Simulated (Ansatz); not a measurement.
Here is the system:

```
AsB
1.0
    0.00000     2.38394     2.38394
    2.38394     0.00000     2.38394
    2.38394     2.38394     0.00000
B As
1 1
Direct
  0.00000   0.00000   0.00000
  0.25000   0.25000   0.25000
```

The numbers are results of HSE06, rigid bands (plane waves, PAW, scalar-relativistic; Ansatz, a quantum-chemistry and plane-wave program), not measurements. Geometry: cell and atoms relaxed with PBEsol.

### Question
Predict the electron conductivity mass (n e² τ/σ) at 300 K, by direction if it differs.

### Answer
0.29 mₑ.

### Question
And the band gap?

### Answer
1.82 eV at this level.

Rigid bands, one relaxation time for all states, no polarons. Spin-orbit coupling is left out; where it splits the top of the valence band it changes the hole mass and lowers the gap by about a third of the splitting. Geometry: cell and atoms relaxed with PBEsol.
